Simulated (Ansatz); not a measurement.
# Al2O3: transverse stress against strain

Al2O3 (corundum, R-3c, 8.562 Å³/atom at rest, c along z) under a strain ε along c (axis z), the other axes held. PBEsol in Ansatz, a plane-wave DFT program (PAW, default set), 420 eV, 8×8×8 Γ-centred mesh, Fermi-Dirac smearing 0.05 eV; ions are relaxed within the symmetry of each cell. Stress is positive for a compressed cell.

Here s stands for strain and y for stress xx.

```
strain (%)  stress xx (GPa)
----------  ---------------
-3.00                     ?
-1.50                  1.88
-0.75                  0.91
0.00                   0.00
0.75                  -0.85
1.50                  -1.64
```

### Question
Fit y against s with a straight line, and predict the withheld value at s = -3.00.

### Answer
Means: s 0, y 0.060. About the means, the sum of products is -6.6000 and the sum of squares of s is 5.6250; the slope is their ratio. Least squares gives y = 0.060 - 1.1733·s. Residuals (row less fit): 0.060, -0.030, -0.060, -0.030, 0.060; standard error 0.065 (degrees of freedom: 3). The slope gives the elastic constant C13 = 117 ± 3 GPa. At the withheld row, y = 0.060 - 1.1733 × (-3.00) = 3.580 GPa. The calculation gives 4.01 GPa, 0.430 GPa above the prediction (7.6 % of the range of y in the table). The row lies outside the fitted rows, so this is an extrapolation. From the scatter of the fitted rows alone, a prediction at this place has a standard error of 0.108 GPa, so the miss is 4.0 times that.

One order more, fitted to all 9 runs of the series, follows each within 0.01, so the miss is the next term of a smooth law. Rows are the converged runs of the series near zero and its far end; series whose fitted rows scatter by over a few per cent of the range, as at a crossing or softening among them, aren't shown in this form. Most that stay on the fit to the last digits aren't either.
